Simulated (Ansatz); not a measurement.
An Ansatz (an electronic-structure program) input (PBEsol (Ansatz; PAW; 420 eV plane waves; no SOC)):

Ansatz 0.2 input:
```yaml
crystal:
  lattice:
    - [-0.0269525942, 1.817452191, 1.8028491132]
    - [1.783017773, 0.0065803993, 1.7693161197]
    - [1.7694062622, 1.7703076867, 0.0201919101]
  atoms:
    - { symbol: N, position: [0.75, 0.75, 0.75] }
    - { symbol: B, position: [0, 0, 0] }
basis: { ecutwfc: 420, ecutrho_ratio: 4, xc_grid: 2, fft_grid_basis: typed }
kpoints: { mp_grid: { grid: [16, 16, 16] } }
hamiltonian:
  xc: pbesol
  dispersion: none
  pseudopotentials: { kind: paw }
scf: { occupations: { method: fermi_dirac, width: 0.05 }, convergence: { dr2_threshold: 0.0000000002 } }
relax: { f_tol: 0.005, max_steps: 50 }
output: { forces: true, stress: true }
checkpoint: { write: state.ck, write_every: 1000 }
```

### Question
Which symmetry and how many k-points will the program report, and about how many plane waves at Γ?

### Answer
Space group P1 (ITA 1) with 1 operations, k-points 2052 of 4096, and 223 plane waves at Γ.

### Question
And the final pressure?

### Answer
12.45 GPa (compression positive).

The cells carry an imposed strain or load. Whether these cells are dynamically stable was not tested. The cell was made from BN in the zinc blende structure (space group F-43m, No. 216) by this change: strain tensor (xx, yy, zz, yz, xz, xy) = (−0.73, −0.68, −1.49, +1.49, −0.37, −1.13) %.
